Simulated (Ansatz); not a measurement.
**A computed series for hypothetical zinc blende LiF: pressure series**

Consider LiF in the zinc blende structure (space group F-43m, No. 216; a = 4.2903 Å; a hypothetical phase, not in the database extracts checked).

Cell and atoms are relaxed at each pressure.

Calculations: Ansatz (a program for electronic structure) r2SCAN, spin-orbit coupling left out.

Candidates:
(a) pressure 7 GPa
(b) pressure −1 GPa
(c) pressure 100 GPa
(d) pressure 15 GPa

Before the change:

- Band gap = 8.66 eV

**Question.** Order them by band gap, lowest first.

**Answer.** (b) pressure −1 GPa (8.56 eV), (a) pressure 7 GPa (9.25 eV), (d) pressure 15 GPa (9.78 eV), (c) pressure 100 GPa (12.89 eV)

Load acts through the strain it causes; cell and atoms are relaxed under it. Stability against distortions was not tested. Competing high-pressure phases were not computed.
